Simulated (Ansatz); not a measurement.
Surface dipole of H on the unreconstructed (111) surface of fcc Rh against coverage, at the site 'hollow Rh-Rh-Rh over Rh at depth 4.4 Å', the lowest in the largest cell among the sites where it stayed whole and in place in three cells or more (slabs this thin don't tell apart sites within some 0.05 eV). Each cell holds one H; the change of the work function counts from the clean slab in the same cell, the adsorption energy from ½ H2(g) (no zero-point or thermal terms).

Method: PBE (plane waves to 420 eV, PAW; Ansatz, a first-principles code).

Slabs of 4 planes (6.5 Å), the lower half held, dipole-corrected, Fermi-Dirac smearing 0.1 eV, no spin-orbit coupling.

```csv
area an adsorbate A (Å²),k-mesh,Δφ (eV),E_ads (eV),height (Å),moment of the cell (μB)
25.4,6x6,0.05,-0.55,0.96,no spin
12.7,6x12,0.07,-0.54,0.95,no spin
6.4,12x12,0.04,-0.52,0.96,no spin
```

All shifts of the work function are under 0.15 eV, near what meshes and slab thickness leave open, so there is no dipole to tell from them.

Topping's model of dipoles that weaken each other is not fitted: it wants three cells n × n with a clear dipole that keeps its sign and shrinks with coverage.

Binding. From the thinnest to the densest layer E_ads moves by 0.03 eV: the two ends are alike. The slabs are thin and the meshes differ from cell to cell, which leaves some hundredths of an eV open.
